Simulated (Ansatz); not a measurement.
Structures of equal composition on the (000-1) surface of 4H silicon carbide (C plane on top): (√3x√3)R30° Sn adatom at H3; (√3x√3)R30° Sn adatom at T4. The slabs share one bottom face, and each structure is named by its start. These are constructed structures in small cells; real faces may alloy, dewet or reconstruct in larger ones, and not all known structures of the face are among them. Slabs of about 11 Å with all that they carry, Fermi-Dirac smearing of 0.025 eV. Bottom of the slabs: H caps. Relaxed from the named starts with such symmetry as they have, on meshes of like density; energies extrapolated to zero smearing; no spin-orbit coupling, no U. Spin-polarised runs, if any, are marked in brackets, and their order is one that fits the cell; the others ran without spin. Where a second, spin-polarised start was run, the lower counts.

Host crystal: 4H silicon carbide, with a band gap (PBE, scalar-relativistic without spin-orbit coupling).

All values below come from PBE (plane waves to 420 eV, PAW; Ansatz, an electronic-structure program).

**Question.** Rank these by energy per 1x1 cell (lowest first), as PBE gives it.

**Answer.** (√3x√3)R30° Sn adatom at H3 (0.000 eV [spin, 1.0 μB a cell], a narrow gap of 0.11 eV by band count), (√3x√3)R30° Sn adatom at T4 (0.039 eV [spin, 0.9 μB a cell], no gap over 0.04 eV on the mesh)
